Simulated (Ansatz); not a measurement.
L1₂ (Cu3Au-type) Ni3Al was calculated with PBE-D3(BJ) (Ansatz, a quantum-chemistry and plane-wave program, plane waves, PAW).

Numerical settings: plane-wave cutoff 520 eV, 16×16×16 k mesh, Fermi–Dirac smearing 0.05 eV, spin-polarised with parallel moments, scalar-relativistic PAW data made under PBE.

Cell (relaxed at this level):

```
CELL_PARAMETERS angstrom
      3.52401     0.00000     0.00000
      0.00000     3.52401     0.00000
      0.00000     0.00000     3.52401
ATOMIC_POSITIONS crystal
  Al 0.00000 0.00000 0.00000
  Ni 0.00000 0.50000 0.50000
  Ni 0.50000 0.00000 0.50000
  Ni 0.50000 0.50000 0.00000
```
Starting moments (μB, in the order of the record's atoms Al Ni Ni Ni): 0.0 0.5 0.5 0.5.

Task: Predict the bulk modulus B0 and pressure derivative B′ of the bulk modulus.

Result: 
- bulk modulus B0 = 199 GPa
- pressure derivative B′ of the bulk modulus = 4.7

The run finds no gap.

Measured, for comparison: bulk modulus 174 GPa (temperature not stated, no zero-point or thermal correction; as tabulated in Zarkevich et al. (2023), arXiv:2304.06869). Computed (rounded) less measured: bulk modulus +14 %.

Computed values are for the static lattice.

The result took roughly 7 core-minutes.
